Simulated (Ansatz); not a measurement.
The parent structure is an 8-atom supercell of BN in the h-BN type structure (space group P6_3/mmc, No. 194; a = 2.500 Å, c = 6.412 Å; layered, stacked along the Cartesian z axis) at its relaxed geometry.

Level of theory: PBEsol-D3(BJ)/PAW in Ansatz (an electronic-structure program), spin-orbit coupling left out.

Base values:

The pressure is 0.0 GPa.

It is then changed as follows: one B atom is added in an open site, starting 2.16 Å from the nearest host atom, atoms relaxed at fixed cell, starting from a slightly rattled geometry.

What happens to the largest displacement of a host atom from its site in the perfect cell?

The largest displacement of a host atom from its site in the perfect cell amounts to 0.36 Å.

What does the calculation give for the pressure after the change?

The pressure goes from zero to 7.7 GPa.

Predict the new final site of the added atom.

The final site of the added atom amounts to 1 N at 1.54 Å.

Other magnetic orders, which the real material may have, were not ruled out. In so small a cell the defect repeats every few ångströms: this is an ordered compound, not a dilute defect. The mesh was chosen for an insulator and is coarse for the gapless case. Seeded moments were not kept for B interstitial (started 2.16 Å from the nearest host atom). The defect cell is spin-polarised and ends with 0.0 μB. The program warned that a D3 coordination switch lies within reach, so dispersion energies are less smooth here.
